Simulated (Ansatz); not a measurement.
Adsorption energy and surface dipole of N on the 1x1 (111) surface of fcc Rh, one in a 2x1 cell, started at the site 'top Rh', worked from the runs' numbers; total energies count from the potentials' own zero.

These are PBE (plane waves to 420 eV, PAW; Ansatz, a program for electronic structure) values and carry that method's errors.

Model: 9-atom slab, 6.5 Å thick at the start under the adsorbate (thin: gaps and levels are the slab's own), 6x12x1 mesh, Fermi-Dirac 0.1 eV, dipole correction, 4 atoms held, the rest relaxed; symmetry of the start imposed; spin-polarised, no spin-orbit, no U, no dispersion correction. The starting moment vanished. At the end it is bonded to 3 Rh. In PBE this state lies 0.08 eV over the lowest of the starts that converged ('hollow Rh-Rh-Rh over Rh at depth 2.2 Å').

```
quantity                                                            value
----------------------------------------------------------  -------------
slab with the adsorbate                                     -51603.581 eV
clean slab, same cell and mesh                              -51219.846 eV
reference, ½ N2(g)                                            -384.013 eV
area of the cell                                                 12.70 Å²
change of the step from the bottom to the top vacuum level       0.995 eV
```

Problem. What is the adsorption energy against this reference?

Solution. E(slab + adsorbate) − E(slab) − E(reference) = 0.28 eV, so in this state the adsorbate is less stable than in the reference, at a coverage of 7.87 a nm².

Problem. What dipole does adsorption add to the slab along the outward normal (Helmholtz relation, ε₀ = 0.005526 e/(V·Å))?

Solution. p = −ε₀·A·ΔV = -0.070 e·Å = -0.34 D; its negative end points to the vacuum, which raises the vacuum level.
